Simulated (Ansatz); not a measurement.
Band structure of Ti3Be (P6_3/mmc, 8 atoms in the cell).

```xyz
8
Lattice="5.4973 0.0000 0.0000 -2.7487 4.7608 0.0000 0.0000 0.0000 4.4423" Properties=species:S:1:pos:R:3 pbc="T T T"
Ti     1.4366     0.8294     3.3317
Ti     1.3120     3.9314     1.1106
Ti     0.0000     1.6589     1.1106
Ti     2.7487     3.1020     3.3317
Ti     4.0607     0.8294     3.3317
Ti    -1.3120     3.9314     1.1106
Be     2.7487     1.5869     1.1106
Be     0.0000     3.1739     3.3317
```

Level of theory: LDA (PW92), PAW files made with PBE (plane waves; Ansatz, a first-principles code).

Settings: kpoints.mp_grid.grid = 5 5 6; hamiltonian.xc = lda; hamiltonian.pseudopotentials = {kind: paw} (the program's default PAW files); scf.occupations.method = gaussian; scf.occupations.width = 0.1 eV; kpoints.band_path.npoints = 8.

The starting cell comes from a database of computed structures (which also holds hypothetical and non-ambient phases and stackings), without a prior relaxation at this level. Its lattice was rescaled by a random factor within 2.5 % of one. Spin polarisation is off.

Levels in eV from the Fermi level, bands 35 to 42:
| point | 35 | 36 | 37 | 38 | 39 | 40 | 41 | 42 |
|---|---|---|---|---|---|---|---|---|
| Γ | -1.14 | -0.69 | -0.69 | -0.34 | 0.41 | 0.64 | 0.85 | 0.85 |
| M | -0.64 | -0.58 | -0.51 | -0.20 | -0.01 | 0.58 | 0.70 | 1.03 |
| K | -0.50 | -0.37 | -0.37 | 0.00 | 0.00 | 0.58 | 0.58 | 0.73 |
| A | -0.44 | -0.44 | -0.37 | -0.37 | 0.22 | 0.22 | 1.13 | 1.13 |
| L | -0.34 | -0.34 | 0.17 | 0.17 | 0.25 | 0.25 | 0.60 | 0.60 |
| H | -0.23 | -0.23 | -0.22 | -0.22 | 0.11 | 0.11 | 0.88 | 0.88 |

Bands cross the Fermi level along this path, so the cell is metallic at this level.

Keys are those of Ansatz 0.2.
